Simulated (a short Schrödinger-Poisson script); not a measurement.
Solved with a short Schrödinger-Poisson script written for these runs: one-band effective-mass equation with BenDaniel-Duke matching, electrons, heavy and light holes apart, hard walls at the outer ends, one valence edge for both holes (no strain splitting), no charge, excitons, band mixing or non-parabolicity; under a field the levels are quasi-bound states of a box, listed while three quarters of their weight lies within 4 nm of the wells.

Structure: single In0.53Ga0.47As/InP quantum well.

```tsv
layer	material	thickness (nm)
1	InP	20
2	In0.53Ga0.47As	20
3	InP	20
```

Constants are typed, rounded textbook-type inputs, not results; the design itself was drawn at random and stands for no fabricated device. In0.53Ga0.47As: direct gap (eV) 0.74, conduction-band edge (eV) 0, electron mass (mₑ) 0.041, heavy-hole mass 0.38, light-hole mass 0.052. InP: direct gap (eV) 1.344, conduction-band edge (eV) 0.25, electron mass (mₑ) 0.08, heavy-hole mass 0.53, light-hole mass 0.12.

The valence-band edge of each layer lies one gap below its conduction-band edge. The electron's potential energy rises along the stack by the applied field. Mesh 0.03 nm at interfaces.

Gate and field steps stay those of the base.

One input was changed, with this effect: squared e1-hh1 overlap at zero applied field 0.97 → 0.95; e1-hh1 transition at zero applied field 0.756 → 0.772 eV; e2 − e1 43.3 → 83.6 meV; e1 above the well's band edge 14.3 → 27.4 meV.

Q: Which change was it?
A. conduction-band offset 0.25 → 0.28 eV
B. well width 20 → 40 nm
C. well width 20 → 13 nm

A: C, well width 20 → 13 nm

Excitons are left out, and strain enters only through the typed gaps and offsets, so measured lines lie elsewhere.
